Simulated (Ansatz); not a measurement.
The starting structures come from a database of crystals and need not be the phases stable at ambient conditions.

```
CsLaS2
1.0
    7.50317     0.00000     0.00000
    2.50106     8.10065     0.00000
    3.75159     0.00000     2.16598
Cs La S
1 1 2
Direct
  0.00000   0.00000   0.00000
  0.50000   0.50000   0.00000
  0.77091   0.68727   0.00000
  0.22909   0.31273   0.00000
```

Space group of this cell: R-3m. The cell is taken as given.

Transport runs along the normal of the first two printed cell vectors, the (110) plane of the conventional cell.

The gap is the functional's own. No spin-orbit coupling. Mid-gap values are interpolated on the energy grid.

**Question.** Estimate the band gap and the smallest decay constant κ at mid-gap that r2SCAN run with Ansatz (an electronic-structure program) returns for this system.

**Answer.** Gap 2.84 eV on a 14×14×14 mesh; κ = 0.282 1/Å, at the zone centre.
